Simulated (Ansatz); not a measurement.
# CoO (within 0.1 Å of F-43m, No. 216, 4 atoms in the cell; start mp-22408; a measured phase of this formula has another space group)

The numbers are results of r²SCAN (PAW; Ansatz, a program for electronic structure), not measurements.

Numerical settings: plane-wave cutoff 560 eV, 20×20×20 k mesh, Fermi–Dirac smearing 0.05 eV, spin-polarised start, scalar-relativistic PAW data made under PBE.

Cell (relaxed at this level):

```cif
data_Co2O2
_chemical_formula_sum 'Co2 O2'
_space_group_name_H-M_alt 'P 1'
_space_group_IT_number 1
_cell_length_a 5.46834
_cell_length_b 5.46834
_cell_length_c 5.46834
_cell_angle_alpha 34.092
_cell_angle_beta 34.092
_cell_angle_gamma 34.092
loop_
_space_group_symop_operation_xyz
  'x, y, z'
loop_
_atom_site_label
_atom_site_type_symbol
_atom_site_fract_x
_atom_site_fract_y
_atom_site_fract_z
_atom_site_occupancy
Co1 Co 0.99938 0.99938 0.99938 1
Co2 Co 0.49938 0.49938 0.49938 1
O1 O 0.37562 0.37562 0.37562 1
O2 O 0.87562 0.87562 0.87562 1
```

* **band gap**: 0.64 eV (on the SCF k mesh)
* **bulk modulus**: 146 GPa

Note: the magnetic order was assumed, not searched for or taken from measurement; the bulk modulus is −V dP/dV from two relaxed cells at ±2 % in volume.

A start named mp-… is a Materials Project structure, which need not be a measured phase.
